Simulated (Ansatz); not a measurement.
**Ag2S, response to strain**

Take Ag$_{2}$S (space group Cmcm, No. 63; a cell from a computed database, its experimental status unchecked) as the base.

```xyz
6
Lattice="2.3253 -3.4698 0.0000 2.3253 3.4698 0.0000 0.0000 0.0000 7.2146" Properties=species:S:1:pos:R:3 pbc="T T T"
Ag     2.3253     0.0000     3.6073
Ag     2.3253     0.0000     0.0000
Ag     2.3253     2.7346     5.4109
Ag     2.3253    -2.7346     1.8036
S      2.3253    -1.5715     5.4109
S      2.3253     1.5715     1.8036
```

Cartesian axes are those of the cell as printed.

Strains are applied to the cell and any free atomic positions relax; under biaxial strain the out-of-plane vector relaxes too; under stress the whole cell relaxes.

The values are results of PBEsol, PAW, 420 eV (Ansatz, a quantum-chemistry and plane-wave program; no SOC), earlier PAW set, not measurements.

Notes on the quantities. pressure: mean of the normal stresses, compression positive.

```tsv
change	pressure	volume per atom	band gap
base	0.00 GPa	19.40 Å³	0.95 eV
biaxial strain −2.40 %, plane normal [001], relaxed out of plane	2.02 GPa	19.27 Å³	1.09 eV
biaxial strain −0.35 %, plane normal [001], relaxed out of plane	0.25 GPa	19.39 Å³	0.97 eV
biaxial strain +0.71 %, plane normal [001], relaxed out of plane	-0.46 GPa	19.40 Å³	0.92 eV
isotropic strain −3.53 %	7.39 GPa	17.42 Å³	0.80 eV
uniaxial strain ε_yy = +0.76 %	-0.31 GPa	19.55 Å³	0.94 eV
tensor shear ε_xy = +3.71 %	0.04 GPa	19.38 Å³	0.97 eV
uniaxial stress, 3 GPa compression along z	–	17.30 Å³	zero
uniaxial stress, 1 GPa compression along x	–	20.09 Å³	0.77 eV
```

A case with no gap was solved on a k-mesh chosen for an insulator, which is coarse for it. Beyond what the load breaks, stability against distortions was not tested. The base started in P2_1/c and relaxed to Cmcm at this level. All final runs are without spin polarisation. Under uniaxial stress, 3 GPa compression along z atoms moved by over 0.3 Å (layers or molecules slid or turned), so the response is not a plain elastic one. Under uniaxial stress, 3 GPa compression along z the cell changed shape so far that it is another structure. This is not the structure that Ag2S has at room temperature and ambient pressure. The zero or small gap of Ag2S under uniaxial stress, 3 GPa compression along z can change with the level of theory.
